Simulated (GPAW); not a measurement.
## Habitual settings against a tight run: Ag (Fm-3m, 1 atom in the cell)

Self-consistent single point.

```yaml
crystal:
  lattice:
    - [0.00000, 2.04582, 2.04582]
    - [2.04582, 0.00000, 2.04582]
    - [2.04582, 2.04582, 0.00000]
  atoms:
    - { symbol: Ag, position: [0.00000, 0.00000, 0.00000] }
```

Computed with revPBE, GPAW PAW datasets revPBE (gpaw-data 1.0.1) (plane waves; GPAW).

Base settings: mode = pw; ecut = 600 eV; xc = revPBE; kpts = 14 14 14; mesh shift (steps) = 0 0 0; occupations.name = fermi-dirac; occupations.width = 0.1 eV; nbands = -7; convergence.forces = 0.001 eV/Å; symmetry.symmorphic = false; symmetry.tolerance = 0.0005; maxiter = 150.

Tight run (finer mesh or higher cutoff; not a proven limit): ecut: 600 eV → 840 eV; kpts: 14 14 14 → 19 19 19; convergence.forces: 0.001 eV/Å → default; convergence.energy: default → 6e-11 eV/electron; convergence.density: default → 4e-07 e/electron; convergence.eigenstates: default → 6e-15. It gave Fermi level (on the code's own zero) 8.38 eV; pressure 7.10 GPa.

Quick runs, as changes from the base:
- A: the base itself
- B: ecut: 600 eV → 480 eV; kpts: 14 14 14 → 2 2 2; convergence.forces: 0.001 eV/Å → default; convergence.energy: default → 6e-06 eV/electron; convergence.density: default → 0.0001 e/electron; convergence.eigenstates: default → 6e-10
- C: ecut: 600 eV → 300 eV; kpts: 14 14 14 → 8 8 8; occupations.width: 0.1 eV → 0.136 eV
- D: ecut: 600 eV → 420 eV; kpts: 14 14 14 → 8 8 8; kpts_shift: 0 0 0 → 0.5 0.5 0.5; occupations.width: 0.1 eV → 0.2 eV; convergence.forces: 0.001 eV/Å → default; convergence.energy: default → 6e-06 eV/electron; convergence.density: default → 0.0001 e/electron; convergence.eigenstates: default → 6e-10
- E: ecut: 600 eV → 300 eV; kpts: 14 14 14 → 4 4 4; occupations.name: fermi-dirac → methfessel-paxton; occupations.width: 0.1 eV → 0.5 eV; occupations.order: default → 1
- F: ecut: 600 eV → 360 eV; xc: revPBE → LDA; kpts: 14 14 14 → 1 1 1; potentials: GPAW PAW datasets LDA (gpaw-data 1.0.1) [LDA (Perdew-Wang 92)]

Energies are extrapolated to zero smearing width, which holds to low order in the width alone.

Dashes: energy of F, another energy zero.

† marks runs with another functional, U, potentials or spin treatment: their distance from the tight run is not a convergence error alone.

The count of work is k-points × plane waves × bands × iterations; it is no time. 

The starting cell comes from a database of computed structures (which also holds hypothetical and non-ambient phases and stackings), without a prior relaxation at this level. Its lattice was rescaled by a random factor within 2.5 % of one. In the base run, with a pressure of about 7 GPa the cell is away from its equilibrium volume at this level.

| run | energy less tight (meV/atom) | count of work / tight |
|---|---|---|
| A | -2.4 | 0.18 |
| B | 1989.0 | 0.0037 |
| C | 271.1 | 0.015 |
| D | 17.3 | 0.061 |
| E | 425.9 | 0.0042 |
| F† | – | 0.00035 |

Among the runs at the tight run's level, the energy misses run from 2.4 to 1989.0 meV/atom.
